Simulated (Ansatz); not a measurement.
A self-consistent single point of Ta₃Re (I4mm, 4 atoms in the cell) with Ansatz (an electronic-structure program).

Method: PBEsol, default PAW files made with PBE (plane waves; Ansatz).

```yaml
crystal:
  lattice:
    - [0.00000, 3.25370, 3.25370]
    - [3.25370, 0.00000, 3.25370]
    - [3.25370, 3.25370, 0.00000]
  atoms:
    - { symbol: Ta, position: [0.25000, 0.25000, 0.25000] }
    - { symbol: Ta, position: [0.75000, 0.75000, 0.75000] }
    - { symbol: Ta, position: [0.50768, 0.50768, 0.49232] }
    - { symbol: Re, position: [0.00000, 0.00000, 0.00000] }
```

Reference input (self-consistent single point, DFT, PBEsol, plane waves, default PAW files made with PBE): basis.ecutwfc = 420 eV; kpoints.mp_grid.grid = 9 9 9; hamiltonian.xc = pbesol; hamiltonian.pseudopotentials = {kind: paw} (the program's default PAW files); scf.occupations.method = fermi_dirac; scf.occupations.width = 0.1 eV. This run's input differs from it in these lines:

Ansatz 0.2 input:
```diff
@@ -14,3 +14,3 @@
 kpoints:
-  mp_grid: { grid: [9, 9, 9] }
+  mp_grid: { grid: [21, 21, 21] }
 hamiltonian:
@@ -19,3 +19,3 @@
 scf:
-  occupations: { method: fermi_dirac, width: 0.1 }
+  occupations: { method: fermi_dirac, width: 0.05 }
 output:
```

Output (repeated stretches shortened):

```
SCF iter   1: F=—  HF=-40157.564239 eV  |F-HF|=—  |Δ(HF+E_count)|=         —  Δρ=7.95e-3  dr2=9.56e-2  ethr=1.77e-3  ⟨swp⟩=4.4  Hψ=84282  notcnv=0  defer=93
all-band conjugate gradients solve this SCF's bands
preconditioner: auto → Kerker (q_TF=auto, 2.620 Å⁻¹)
SCF iter   2: F=—  HF=-40157.554482 eV  |F-HF|=—  |Δ(HF+E_count)|=   9.76e-3  Δρ=4.02e-3  dr2=2.44e-2  ethr=1.77e-4  ⟨swp⟩=1.2  Hψ=30036  notcnv=0  defer=290
SCF iter   3: F=—  HF=-40157.550685 eV  |F-HF|=—  |Δ(HF+E_count)|=   3.80e-3  Δρ=4.63e-4  dr2=1.78e-4  ethr=4.51e-5  ⟨swp⟩=2.0  Hψ=28898  notcnv=0  defer=290
SCF iter   4: F=—  HF=-40157.550651 eV  |F-HF|=—  |Δ(HF+E_count)|=   3.47e-5  Δρ=4.81e-5  dr2=1.57e-6  ethr=3.30e-7  ⟨swp⟩=2.0  Hψ=31451  notcnv=0  defer=290
SCF iter   5: F=—  HF=-40157.550655 eV  |F-HF|=—  |Δ(HF+E_count)|=   4.44e-6  Δρ=1.13e-5  dr2=6.30e-8  ethr=2.90e-9  ⟨swp⟩=2.0  Hψ=31636  notcnv=0  defer=311
SCF iter   6: F=-40157.550655 eV  HF=-40157.550655 eV  |F-HF|=1.30e-9  |Δ(HF+E_count)|=   3.26e-9  Δρ=1.85e-6  dr2=2.47e-9  ethr=1.17e-10  ⟨swp⟩=5.7  Hψ=99362  notcnv=0
SCF 1 converged in 6 iterations: F = -40157.550655 eV  dr2 = 2.47e-9
Free energy (F): -40157.550655 eV
Internal energy: -40157.524465 eV  (E = F + TS)
E sigma→0 (E₀):  -40157.537560 eV
Entropy (-TS):   -0.026190 eV (-6.548 meV/atom)
Fermi energy:    19.585903 eV
--- Forces (eV/Å), atoms counted from 1 ---
  atom   1  Ta     0.00000000     0.00000000     0.29676322
  atom   2  Ta    -0.00000000     0.00000000     0.29676322
  atom   3  Ta     0.00000000     0.00000000    -0.71718233
  atom   4  Re     0.00000000     0.00000000     0.12365859
--- Stress (GPa, compression-positive) ---
       -8.305261       0.000000      -0.000000
        0.000000      -8.305261       0.000000
       -0.000000       0.000000      -8.367966
  P = ⅓ Tr σ = -8.3262 GPa (-83.262 kbar)
  The stress holds the Pulay correction. Without it, at fixed plane waves, as pw.x and ABINIT print it: P = -8.3994 GPa
```

The run converged in 6 iterations. Against the reference run the free energy goes up by 9.4 meV/atom, the pressure goes from -8.12 to -8.33 GPa and the largest force moves little (0.710 to 0.717 eV/Å).

The starting cell comes from a database of computed structures (which also holds hypothetical and non-ambient phases and stackings), without a prior relaxation at this level. Its lattice was rescaled by up to half a per cent. One atom was moved a little off its site on purpose. Spin polarisation is off. With a pressure of about -8 GPa the cell is away from its equilibrium volume at this level. Ansatz's pressure includes its estimate of the finite-basis (Pulay) stress.

Cost on one core of a shared machine: roughly 60 s.
